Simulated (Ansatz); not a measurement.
## ZnGeP2 under a change: isotropic strain +1.50 %

Base system: ZnGeP2 in the chalcopyrite structure (space group I-42d, No. 122; a = 5.4243 Å, c = 10.7097 Å).

Now apply this change: the cell is scaled by 1.0150 in all directions, atoms relaxed at fixed cell.

The values are results of DFT with PBEsol, PAW potentials and a 420 eV plane-wave cutoff in Ansatz (an electronic-structure program), no SOC, not measurements. k-mesh 9×9×9 (Γ-centred); smearing 0.05 eV (Fermi–Dirac).

* **Volume per atom**: 20.59 Å³ (base 19.69 Å³)
* **Space group**: I-42d (No. 122) (base I-42d (No. 122))
* **Shortest interatomic distance**: 2.365 Å (base 2.334 Å)
* **Energy relative to the base (free energy F)**: +9.8 meV/atom
* **Band gap**: 1.05 eV (an upper bound: an edge found on the path is not a true extremum; the changed cell) (base 1.07 eV)

Final structure:

```xyz
8
Lattice="-2.7528 2.7528 5.4352 2.7528 -2.7528 5.4352 2.7528 2.7528 -5.4352" Properties=species:S:1:pos:R:3 pbc="T T T"
Zn     0.0000     0.0000     0.0000
Zn     0.0000     2.7528     2.7176
Ge     0.0000     0.0000     5.4352
Ge     2.7528     0.0000     2.7176
P      1.3611     1.3764     6.7940
P      1.3764    -1.3611     4.0764
P      1.3917     1.3764     1.3588
P      1.3764     4.1139    -1.3588
```

No phonon test of stability was made.
